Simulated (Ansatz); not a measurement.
# OH on the 1x1 (101) surface of tetragonal HfO2 (a metastable polymorph) (cut with top plane O), one in a 2x1 cell, started at the site 'top O'

Host crystal: tetragonal HfO2, with a band gap (PBE, scalar-relativistic without spin-orbit coupling).

Method: PBE (plane waves to 420 eV, PAW; Ansatz, a first-principles code).

Set-up: 38 atoms, 7.6 Å thick at the start under the adsorbate (thin: gaps and levels are the slab's own); mesh 3x3x1; 0.01 eV smearing; dipole correction on; 16 atoms held, the rest relaxed; no symmetry held; spin-polarised, ending with about 1.0 μB a cell; orders that need a larger cell were not tried, no spin-orbit, no U, no dispersion correction. At the end it is bonded to Hf. In PBE this state lies 0.04 eV over the lowest of the starts that converged ('over O at depth 1.5 Å', where the adsorbate broke or entered a bond of the host).

```yaml
energy of the end state, in which the adsorbate broke or entered a bond of the host, against H2O(g) − ½ H2(g): 1.31 eV
change_of_the_step_from_the_bottom_to_the_top_vacuum_level_against_the_clean_slab: -0.096 eV
energy_released_by_relaxation: 5.62 eV
height of the binding atom over the mean of the host atoms within 0.3 Å of the top one: 1.675 bohr
magnetic_moment_of_the_cell: 1.00 μB
largest_move_of_a_host_atom: 0.63 Å
note: in the relaxation the adsorbate left its starting site by 1.6 Å
```

A negative adsorption energy means that the adsorbate is more stable on the surface than in its reference.
